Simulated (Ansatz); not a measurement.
# Response to strain in MgTe

Start from MgTe in the zinc blende structure (space group F-43m, No. 216; a = 6.5094 Å).

Strains are applied to the cell and any free atomic positions relax.

All numbers come from PBE, PAW, 420 eV (Ansatz, a program for electronic structure; spin-orbit coupling left out).

Notes on the quantities. energy relative to the base: free energy F.

| change | volume per atom | energy relative to the base | pressure |
|---|---|---|---|
| base | 34.48 Å³ | 0 meV/atom | -0.01 GPa |
| isotropic strain −3.00 % | 31.47 Å³ | +32 meV/atom | 3.74 GPa |
| isotropic strain −2.50 % | 31.96 Å³ | +22 meV/atom | 3.01 GPa |
| isotropic strain −2.00 % | 32.45 Å³ | +14 meV/atom | 2.32 GPa |
| isotropic strain −1.00 % | 33.45 Å³ | (withheld) | (withheld) |
| isotropic strain −0.50 % | 33.96 Å³ | +0.8 meV/atom | 0.52 GPa |
| isotropic strain +1.00 % | 35.52 Å³ | +3.2 meV/atom | -0.96 GPa |
| isotropic strain +1.50 % | 36.05 Å³ | +7.1 meV/atom | -1.39 GPa |
| isotropic strain +2.50 % | 37.13 Å³ | +19 meV/atom | -2.16 GPa |
| isotropic strain +3.00 % | 37.67 Å³ | +27 meV/atom | -2.51 GPa |

### Question
Some entries are withheld; estimate them.

### Answer

- isotropic strain −1.00 %, energy relative to the base: +3.3 meV/atom
- isotropic strain −1.00 %, pressure: 1.08 GPa

Whether these cells are dynamically stable was not tested.
